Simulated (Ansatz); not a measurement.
HfN, response to strain

Base system: HfN in the rock salt structure (space group Fm-3m, No. 225; relaxed with 0.1 eV smearing).

```
CELL_PARAMETERS angstrom
      0.00000     2.23415     2.23415
      2.23415     0.00000     2.23415
      2.23415     2.23415     0.00000
ATOMIC_POSITIONS crystal
  Hf 0.00000 0.00000 0.00000
  N  0.50000 0.50000 0.50000
```

Cartesian axes are those of the cell as printed.

Strains are applied to the cell and any free atomic positions relax.

All numbers come from LDA (Ansatz, an electronic-structure program; PAW; 420 eV plane waves; without spin-orbit coupling).

Candidates:
(a) uniaxial strain ε_zz = −3.00 %
(b) uniaxial strain ε_zz = +2.50 %
(c) uniaxial strain ε_zz = +3.00 %
(d) uniaxial strain ε_zz = −0.50 %

Notes on the quantities. energy relative to the base: free energy F.

Task: Order them by energy relative to the base, highest first.

Result: (a) uniaxial strain ε_zz = −3.00 % (+24 meV/atom), (c) uniaxial strain ε_zz = +3.00 % (+19 meV/atom), (b) uniaxial strain ε_zz = +2.50 % (+13 meV/atom), (d) uniaxial strain ε_zz = −0.50 % (+0.6 meV/atom)

Whether these cells are dynamically stable was not tested. All final runs are without spin polarisation. An odd electron count without spin: HfN.
